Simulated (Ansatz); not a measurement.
Levels about the gap of amorphous alumina (Al₃₂O₄₇) (79 atoms in a cell of 955 Å³, 2.81 g/cm³; zone centre alone, so wide bands show as single levels with stretches between that a denser mesh fills), at the geometry that PBE relaxed, where it gives 1.5 GPa on a denser mesh. The participation number counts the atoms over which a state spreads; weights are charges in smoothed Voronoi cells. The levels come from a single point, so bond lengths are those of that geometry. Method of the levels: PBE, scalar-relativistic without spin-orbit coupling (Ansatz, a quantum-chemistry and plane-wave program). Sampling: the zone centre alone; Fermi-Dirac width 0.02 eV; no spin polarisation. The usual formal charges leave 2 electrons over, so the level spacing at the Fermi energy parts defect or band states and needn't be the band gap. At PBE the levels at the filled edge of the gap are localised (band-tail or defect states), and the nearest spread-out levels lie 4.5 eV apart at the zone centre.

It comes from a melt-quench run on a machine-learned potential (CHGNet), relaxed afterwards by DFT. O atoms were pushed apart under 1.9 Å during the dynamics, to hinder bonds among them. It is the lowest in DFT energy of 2 quenches. It is a model cell: composition and starting density were chosen by hand, and all elements were melted together. No dispersion term was used. Its density started from a set value of 2.81 and ended at 2.81 g/cm³. The quench (nominally 280 K/ps over its main leg) was far faster than any real one, so the model tends to hold more defects than a real film. Values belong to this one cell and scatter from quench to quench. The volume was held where the preparation left it, at a PBE pressure of 1.5 GPa. Stress components on the final sampling reach 3.1 GPa. On a 2×2×2 Γ-centred mesh force components of up to 0.18 eV/Å stay, since the relaxation ran on the zone centre alone.

```json
[
 {"E - E(highest filled), eV": "-2.23", "filling": "filled", "participation number": "11.6", "largest on": "O, 3 neighbours", "weight O": "0.95", "weight Al": "0.05"},
 {"E - E(highest filled), eV": "-2.19", "filling": "filled", "participation number": "8.7", "largest on": "O, 2 neighbours", "weight O": "0.94", "weight Al": "0.06"},
 {"E - E(highest filled), eV": "-2.13", "filling": "filled", "participation number": "2.9", "largest on": "O, 2 neighbours", "weight O": "0.94", "weight Al": "0.06"},
 {"E - E(highest filled), eV": "-1.93", "filling": "filled", "participation number": "3.4", "largest on": "O, 2 neighbours", "weight O": "0.93", "weight Al": "0.07"},
 {"E - E(highest filled), eV": "-1.71", "filling": "filled", "participation number": "4.2", "largest on": "O, 2 neighbours", "weight O": "0.94", "weight Al": "0.06"},
 {"E - E(highest filled), eV": "-1.27", "filling": "filled", "participation number": "2.0", "largest on": "O, 2 neighbours", "weight O": "0.94", "weight Al": "0.06"},
 {"E - E(highest filled), eV": "0.00", "filling": "filled", "participation number": "3.8", "largest on": "Al, 2 neighbours", "weight O": "0.40", "weight Al": "0.60"},
 {"E - E(highest filled), eV": "2.04", "filling": "empty", "participation number": "54.4", "largest on": "Al, 2 neighbours", "weight O": "0.59", "weight Al": "0.41"},
 {"E - E(highest filled), eV": "2.75", "filling": "empty", "participation number": "5.8", "largest on": "Al, 2 neighbours", "weight O": "0.43", "weight Al": "0.57"},
 {"E - E(highest filled), eV": "3.54", "filling": "empty", "participation number": "28.6", "largest on": "Al, 2 neighbours", "weight O": "0.57", "weight Al": "0.43"},
 {"E - E(highest filled), eV": "3.63", "filling": "empty", "participation number": "41.7", "largest on": "Al, 4 neighbours", "weight O": "0.60", "weight Al": "0.40"},
 {"E - E(highest filled), eV": "3.76", "filling": "empty", "participation number": "43.4", "largest on": "Al, 2 neighbours", "weight O": "0.60", "weight Al": "0.40"},
 {"E - E(highest filled), eV": "4.08", "filling": "empty", "participation number": "52.8", "largest on": "O, 2 neighbours", "weight O": "0.66", "weight Al": "0.34"},
 {"E - E(highest filled), eV": "4.31", "filling": "empty", "participation number": "50.6", "largest on": "Al, 5 neighbours", "weight O": "0.60", "weight Al": "0.40"}
]
```

Most localised among these is the filled level at -1.27 eV, on a O atom, which has 2 neighbours (Al 1.71 Å, Al 1.72 Å).
